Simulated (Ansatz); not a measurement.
A self-consistent single point of TePd (P3_221, 6 atoms in the cell) with Ansatz (a first-principles code)

Computed with PBEsol, default PAW files made with PBE (plane waves; Ansatz).

Input:

Ansatz 0.2 input:
```yaml
crystal:
  lattice:
    - [4.46848300, 0.00000000, 0.00000000]
    - [-2.23424100, 3.86982000, 0.00000000]
    - [0.00000000, 0.00000000, 10.23708400]
  atoms:
    - { symbol: Pd, position: [0.71980000, 0.00000000, 0.66666700] }
    - { symbol: Pd, position: [0.00000000, 0.71980000, 0.33333300] }
    - { symbol: Pd, position: [0.28020000, 0.28020000, 0.00000000] }
    - { symbol: Te, position: [0.48890000, 0.00000000, 0.16666700] }
    - { symbol: Te, position: [0.00000000, 0.48890000, 0.83333300] }
    - { symbol: Te, position: [0.51110000, 0.51110000, 0.50000000] }
basis:
  ecutwfc: 30.9 Ry
kpoints:
  mp_grid:
    grid: [5, 5, 2]
hamiltonian:
  xc: pbesol
  pseudopotentials:
    kind: paw
scf:
  occupations:
    method: cold
    width: 0.0073 Ry
output:
  forces: true
  eigenvalues: true
  stress: true
```

Output (repeated stretches shortened):

```
WARN the atoms were moved onto the symmetric positions of the space group found under crystal.symmetry.tolerance 1.0e-5 (fractional …
WARN ansatz: RAYON_NUM_THREADS=1 ignored (pool sized by the plan → 1); use --threads N
Pseudopotentials: kind: paw
Pseudopotential: Pd, paw, valence charge 18
Pseudopotential: Te, paw, valence charge 16
Crystal: 6 atoms, lattice volume = 177.022 Å³
Basis set: ecut = 420.4159175005146 eV, 3473 PW (Γ), exchange–correlation on 60×60×144 points (8 copies of the dense FFT grid, shifted against one another)
Bands: 62, of which v1, the nominal top of the filled ones, is band 51 counted from 1 (50 counted from 0)
Symmetry: 6 space group operations
Space group: P3221 (ITA 154), of the structure as read, at distance tolerance 5.6e-5 Å
k-points: 10 of 50 (time reversal used)
PAW frozen core: Pd, regenerated for the run's functional, and the local potential with it
PAW frozen core: Te, regenerated for the run's functional, and the local potential with it
Initial density: superposition of atomic densities (neutral atoms: chi_scale 0, normalization atom), corrected by the library's trained network
Initial wavefunctions: pseudopotential atomic-orbital guess
Eigensolver: davidson
Functional: x = pbesol(κ = 0.804, μ = 0.12345679012345678), c = pbesol(β = 0.046)
SCF iter   1: F=—  HF=-41422.442402 eV  |F-HF|=—  |Δ(HF+E_count)|=         —  Δρ=4.54e-3  dr2=2.86e-2  ethr=1.77e-3  ⟨swp⟩=6.5  Hψ=2446  notcnv=0  defer=6
all-band conjugate gradients solve this SCF's bands
preconditioner: auto → LDOS
SCF iter   2: F=—  HF=-41422.438985 eV  |F-HF|=—  |Δ(HF+E_count)|=   3.42e-3  S|Δr|=    0.00e0  Δρ=2.65e-3  dr2=7.90e-3  ethr=2.80e-5  ⟨swp⟩=2.3  Hψ=1218  notcnv=0  defer=15
SCF iter   3: F=—  HF=-41422.436416 eV  |F-HF|=—  |Δ(HF+E_count)|=   2.57e-3  S|Δr|=    0.00e0  Δρ=4.44e-4  dr2=3.56e-4  ethr=7.75e-6  ⟨swp⟩=2.0  Hψ=1070  notcnv=0  defer=15
SCF iter   4: F=—  HF=-41422.436370 eV  |F-HF|=—  |Δ(HF+E_count)|=   4.63e-5  S|Δr|=    0.00e0  Δρ=1.31e-4  dr2=3.32e-5  ethr=3.49e-7  ⟨swp⟩=2.0  Hψ=972  notcnv=0  defer=15
SCF iter   5: F=—  HF=-41422.436396 eV  |F-HF|=—  |Δ(HF+E_count)|=   2.64e-5  S|Δr|=    0.00e0  Δρ=4.13e-5  dr2=2.97e-6  ethr=3.26e-8  ⟨swp⟩=2.0  Hψ=977  notcnv=0  defer=15
SCF iter   6: F=—  HF=-41422.436396 eV  |F-HF|=—  |Δ(HF+E_count)|=   6.34e-9  S|Δr|=    0.00e0  Δρ=1.52e-5  dr2=4.55e-7  ethr=2.91e-9  ⟨swp⟩=2.0  Hψ=974  notcnv=0  defer=15
SCF iter   7: F=-41422.436396 eV  HF=-41422.436396 eV  |F-HF|=3.93e-8  |Δ(HF+E_count)|=   6.65e-8  S|Δr|=    0.00e0  Δρ=4.28e-6  dr2=5.16e-8  ethr=9.80e-11  ⟨swp⟩=11.3  Hψ=2945  notcnv=0
SCF 1 converged in 7 iterations: F = -41422.436396 eV  dr2 = 5.16e-8
SCF converged after 7 iterations
Stability not checked (fill_not_monotonic)
Free energy (F): -41422.436396 eV
Harris-Foulkes:  -41422.436396 eV  (|F-HF|=3.93e-8)
Internal energy: -41422.430355 eV  (E = F + TS)
E sigma→0 (E₀):  -41422.434382 eV
Entropy (-TS):   -0.006041 eV (-1.007 meV/atom)
Fermi energy:    8.537960 eV
--- Per-component energies (eV) ---
  E_band       = -1772.362962
  E_kinetic    = 2075.866287
  E_local      = -12243.608905  (includes V_loc(G=0)·N_el)
  E_nonlocal   = -261.022107
  E_hartree    = 5863.341744
  E_xc         = -863.735287
  E_vxc        = -933.447791  (∫ρ·V_xc dr)
  E_paw        = -24813.325246  (= ΣΔE_a)
  E_vpaw       = -2136.823025  (= ΣTr[D̂ρ^β])
  E_aug_tail   = 0.000025  (compensation charges beyond the density's cutoff)
  E_ewald      = -11181.978885
  E_core_change = 2.032018  (= ΣΔE_core)
  E_smearing   = -0.006041  (= −TS)
  E_closure    = -0.000000  (closes the sum)
  Σ components = -41422.436396   (vs F -41422.436396, Δ=0.00e0)
--- Forces (eV/Å), atoms counted from 1 ---
  atom   1  Pd    -0.34406622     0.00000002     0.00000000
  atom   2  Pd     0.17203309    -0.29797010    -0.00000000
  atom   3  Pd     0.17203313     0.29797008     0.00000000
  atom   4  Te     0.80857804    -0.00000005    -0.00000000
  atom   5  Te    -0.40428897     0.70024915    -0.00000000
  atom   6  Te    -0.40428906    -0.70024910     0.00000000
  max |Σ_I F_I| component: 2.78e-16 eV/Å
--- Stress (GPa, compression-positive) ---
       -7.841346       0.000000       0.000000
       -0.000000      -7.841346       0.000000
        0.000000      -0.000000      -6.564954
  P = ⅓ Tr σ = -7.4159 GPa (-74.159 kbar)
  The stress holds the Pulay correction. Without it, at fixed plane waves, as pw.x and ABINIT print it: P = -7.4429 GPa
--- Band table (eV; the first three rows and the last of 10) ---
  k-point 0: bands = ["-75.0635", "-75.0635", "-75.0635", "-41.1777", "-41.1777", "-41.1770", "-40.6910", "-40.6910", "-40.6905", "-40.6454", "-40.6451", "-40.6451", "-28.1475", "-28.1470", "-28.1470", "-28.1188", "-28.1185", "-28.1185", "-28.1063", [...]
  k-point 1: bands = ["-75.0635", "-75.0635", "-75.0634", "-41.1779", "-41.1773", "-41.1773", "-40.6912", "-40.6907", "-40.6907", "-40.6453", "-40.6453", "-40.6450", "-28.1474", "-28.1474", "-28.1467", "-28.1187", "-28.1187", "-28.1184", "-28.1062", [...]
  k-point 2: bands = ["-75.0635", "-75.0635", "-75.0635", "-41.1778", "-41.1777", "-41.1771", "-40.6911", "-40.6910", "-40.6906", "-40.6455", "-40.6453", "-40.6452", "-28.1481", "-28.1469", "-28.1464", "-28.1187", "-28.1184", "-28.1184", "-28.1061", [...]
  k-point 9: bands = ["-75.0635", "-75.0635", "-75.0634", "-41.1781", "-41.1774", "-41.1774", "-40.6911", "-40.6910", "-40.6909", "-40.6457", "-40.6456", "-40.6454", "-28.1480", "-28.1478", "-28.1454", "-28.1186", "-28.1183", "-28.1182", "-28.1058", [...]
```

The run converged in 7 iterations.

The starting cell was generated: these elements placed on a structure prototype, without a prior relaxation; it need not be a known phase or ordering of this composition. Spin-orbit coupling is off. Spin polarisation is off. With a pressure of about -7 GPa the cell is away from its equilibrium volume at this level. Ansatz's pressure includes its estimate of the finite-basis (Pulay) stress.
